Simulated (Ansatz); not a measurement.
Model: Si(111) 1x1 surface, 6 top atoms, 3 bilayers, bottom bilayer H-capped and fixed, every top atom capped by H; cell 11.5 x 6.6 Å; two neighbouring H replaced by OH; about 7 Å thick over the host's atoms, 18 atoms held. The numbers are results of PBE-D3(BJ) (plane waves to 420 eV, PAW; Ansatz, a first-principles code), not measurements. k mesh 1 x 2 x 1. The slab states were run without spin polarisation. Results hold for this slab, coverage and mesh. All energies are electronic energies at 0 K, without vibrations. Each state was relaxed from one prepared geometry.

End state of this step: H2O attacks the fragment of GeH4 (once exchanged) and H2 forms. Atoms near the product:

| atom | x (Å) | y (Å) | z (Å) |
|---|---|---|---|
| H(49) | 2.469 | 3.017 | 11.730 |
| Ge(a0) | 5.455 | 2.526 | 12.596 |
| H(a2) | 2.940 | 2.815 | 15.716 |
| H(a3) | 5.563 | 3.452 | 13.804 |
| H(a4) | 6.317 | 1.255 | 12.561 |
| O(b0) | 3.712 | 2.043 | 12.507 |
| H(b1) | 2.907 | 2.565 | 15.006 |
| H(b2) | 3.630 | 1.191 | 12.030 |

Task: What energy does it take to move H2 into the gas, one a cell, with the surface relaxed behind it, and what are its closest contacts before it leaves?

Result: 0.05 eV. Its closest contacts to the rest of the cell: H(b1)...O(b0) 2.68 Å, H(b1)...H(a3) 3.05 Å, H(a2)...H(a3) 3.31 Å.
